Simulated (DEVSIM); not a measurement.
Structure: Schottky contact on n-type Si, at 300 K.

| layer (left to right) | material | thickness (μm) | Nd (cm⁻³) | τn (s) | τp (s) |
|---|---|---|---|---|---|
| 1 | Si | 0.320 | 4.4e16 | 5.4e-6 | 5.4e-6 |

Left contact: Schottky, work function 4.75 eV, emission velocity 5.7e6 cm/s. Right contact: ohmic. Voltage is applied to the left contact. Recombination: SRH at mid-gap, radiative, Auger. Mobility is μmin + (μ − μmin)/(1 + (N/Nref)^α).

This is a model device: material constants are rounded textbook-type values typed into the input, and sizes, dopings and lifetimes were drawn at random. Values at 300 K.

```csv
parameter,Si
gap (eV),1.124
affinity (eV),4.05
permittivity,11.7
Nc (cm⁻³),2.86e19
Nv (cm⁻³),3.1e19
μn (cm²/Vs),1417
μp (cm²/Vs),470
"μn,min",52
"μp,min",45
"Nref,n",9.7e16
"Nref,p",2.2e17
αn,0.68
αp,0.72
B (cm³/s),4.7e-15
Cn (cm⁶/s),2.8e-31
Cp (cm⁶/s),9.9e-32
```

Model (solved in DEVSIM): 1D drift-diffusion, Boltzmann statistics, complete ionisation; no tunnelling, impact ionisation, image-force lowering or self-heating. Metal contacts follow the ideal Schottky-Mott rule: no Fermi-level pinning, no interface dipoles.

The metal work function was swept, all else fixed.

| metal work function (eV) | dark forward voltage at 1 A/cm² (V) | largest field in the device at zero bias (V/cm) | potential step across the device at zero bias (V) | dark forward voltage at 100 A/cm² (V) |
|---|---|---|---|---|
| 4.6 | 0.112 | 69000 | 0.383 | 0.232 |
| 4.65 | 0.161 | 74000 | 0.433 | 0.282 |
| 4.7 | 0.211 | 79000 | 0.483 | 0.332 |
| 4.75 | 0.261 | 83000 | 0.533 | 0.382 |
| 4.8 | 0.311 | 87000 | 0.583 | 0.432 |
| 4.85 | 0.361 | 91000 | 0.633 | 0.482 |
| 4.9 | 0.411 | 94000 | 0.683 | 0.532 |
| 4.95 | 0.461 | 98000 | 0.733 | 0.582 |

From the first row to the last the dark forward voltage at 1 A/cm² goes from 0.112 to 0.461. From the first row to the last the largest field in the device at zero bias goes from 69000 to 98000.
